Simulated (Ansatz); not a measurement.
Consider TiSi₂ (space group Cmcm, No. 63; a = 3.546 Å, b = 13.565 Å, c = 3.580 Å). Axes: x, y, z lie along a, b, c of the conventional cell.

(Cell as relaxed with PBE.)

Levels (all Ansatz, a quantum-chemistry and plane-wave program, PAW, earlier PAW set): PBE (420 eV, no spin-orbit coupling); r2SCAN (500 eV, spin-orbit coupling left out).

Each level relaxes its own structure.

```
base                  PBE    r2SCAN
---------------  --------  --------
volume per atom  14.35 Å³  14.17 Å³
band gap             zero      zero
```

The change: biaxial strain −3.74 %, plane normal [001], relaxed out of plane (Cartesian); in-plane vectors clamped, the third vector and the atoms free.

| quantity | PBE | r2SCAN |
|---|---|---|
| volume per atom | 13.58 Å³ | [?] |
| pressure (mean of the normal stresses, compression positive) | 7.2 GPa | [?] |
| band gap | zero | [?] |

Question: Predict the r2SCAN column.

Answer: 
- volume per atom, r2SCAN: 13.39 Å³
- pressure (mean of the normal stresses, compression positive), r2SCAN: 7.7 GPa
- band gap, r2SCAN: zero

PBE's volume per atom lies 0.19 Å³ above r2SCAN's (1.4 %); PBE's pressure lies 0.5 GPa below r2SCAN's; the two agree on the band gap. Neither level is exact; r2SCAN is the comparison here, not a measurement.

No phonon test of stability was made. All final runs are without spin polarisation.
